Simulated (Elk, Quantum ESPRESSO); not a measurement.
An Elk input for a self-consistent single point of YbSi2 (I4_1/amd, 6 atoms in the cell) (DFT, PBEsol, all-electron FP-LAPW, Elk's shipped species files, default APW+lo basis):

```
tasks
  0

xctype
  22

rmtscf
  0.92

stype
  0

swidth
  0.00734986

maxscl
  100

scale
  1.889726125

avec
   -2.1086550000    2.1086550000    6.7774150000
    2.1086550000   -2.1086550000    6.7774150000
    2.1086550000    2.1086550000   -6.7774150000

sppath
  './'

atoms
  2
  'Yb.in'
  2
  0.2500000000  0.7500000000  0.5000000000    0.0 0.0 0.0
  0.5000000000  0.5000000000  0.0000000000    0.0 0.0 0.0
  'Si.in'
  4
  0.0841700000  0.0841700000  0.0000000000    0.0 0.0 0.0
  0.8341700000  0.3341700000  0.5000000000    0.0 0.0 0.0
  0.6658300000  0.1658300000  0.5000000000    0.0 0.0 0.0
  0.9158300000  0.9158300000  0.0000000000    0.0 0.0 0.0

ngridk
  7 7 7
```

Write the same calculation as an input for Quantum ESPRESSO.

This is the input that was run; spellings and numerical settings could be chosen otherwise.

```fortran
&CONTROL
    calculation = 'scf',
    prefix = 'pwscf',
    outdir = './tmp',
    pseudo_dir = './',
    verbosity = 'high',
    tprnfor = .true.,
    tstress = .true.,
/
&SYSTEM
    ibrav = 7,
    celldm(1) = 7.9695608826,
    celldm(3) = 3.214093818097,
    nat = 6,
    ntyp = 2,
    ecutwfc = 50,
    ecutrho = 400,
    occupations = 'smearing',
    smearing = 'gaussian',
    degauss = 0.0147,
    input_dft = 'pbesol',
/
&ELECTRONS
    conv_thr = 1.0d-9,
    mixing_beta = 0.4,
/
ATOMIC_SPECIES
Yb   173.0540  Yb.GGA-PBE-paw-v1.0.UPF
Si    28.0850  Si.pbe-n-rrkjus_psl.1.0.0.UPF
ATOMIC_POSITIONS {angstrom}
Yb    0.0000000000    2.1086550000    3.3887075000
Yb    0.0000000000    0.0000000000    6.7774150000
Si    0.0000000000    0.0000000000    1.1409100411
Si   -2.1086550000    0.0000000000    4.5296175411
Si   -2.1086550000    0.0000000000    2.2477974589
Si    0.0000000000    0.0000000000   12.4139199589
K_POINTS {automatic}
7 7 7  0 0 0
```

Basis, cutoffs, solver keys and any potentials are the target program's own. This input uses DFT, PBEsol, plane waves, SSSP 1.1.2 efficiency (PBE) pseudopotentials.

The starting cell comes from a database of computed structures (which also holds hypothetical and non-ambient phases and stackings), without a prior relaxation at this level.
